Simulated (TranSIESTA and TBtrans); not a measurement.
Run with TranSIESTA and TBtrans (open boundaries, self-consistent; PseudoDojo norm-conserving potentials, scalar-relativistic): PAO.BasisSize DZP, PAO.EnergyShift 0.15 eV, XC.Authors PBE, Mesh.Cutoff 200 Ry, ElectronicTemperature 300 K, TS.Voltage 0.0 eV, TBT.Elecs.Eta 0.001 eV, no spin polarisation.

Junction: In chain with one Al atom in place of In. Leads: straight In chain, spacing 3.074 Å. Geometry: 3 atoms about the centre moved by SIESTA (PBE, DZP) to a largest force of 0.01 eV/Å, all others as built, motion along the axis alone.

Task: Give the largest eigenchannel transmissions at the Fermi level (four at most) and the total.

Result: 0.96, 0.96, 0.94; total 2.86. The straight chain is held at its spacing; free chains may zigzag or dimerise. No spin-polarised start was tried, so a magnetic state, if there is one, is missed.
